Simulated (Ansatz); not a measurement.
We consider SiRh (P2₁3, No. 198, 8 atoms in the cell; start mp-1483), described by LDA (plane waves, PAW; Ansatz, a quantum-chemistry and plane-wave program).

Run with plane-wave cutoff 520 eV, 12×12×12 k mesh, Fermi–Dirac smearing 0.05 eV, no spin polarisation, scalar-relativistic PAW data made under PBE.

Cell (relaxed at this level):

```xyz
8
Lattice="4.6444 0.0000 0.0000 0.0000 4.6444 0.0000 0.0000 0.0000 4.6444" Properties=species:S:1:pos:R:3 pbc="T T T"
Si     0.7341     1.5881     3.0563
Si     1.5881     3.0563     0.7341
Si     3.0563     0.7341     1.5881
Si     3.9103     3.9103     3.9103
Rh     3.9336     3.0329     1.6114
Rh     3.0329     1.6114     3.9336
Rh     1.6114     3.9336     3.0329
Rh     0.7107     0.7107     0.7107
```

**Question.** What does this level give for the bulk modulus B0?

**Answer.** 
- bulk modulus B0 = 259 GPa

Note: the run has no spin polarisation, so it can have missed a magnetic state; the bulk modulus is −V dP/dV from two relaxed cells at ±2 % in volume; the relaxation could not lower the start's symmetry, so the cell can be a saddle point above a distorted one.

The computed numbers hold no vibrational or temperature effects.

A start named mp-… is a Materials Project structure, which need not be a measured phase.
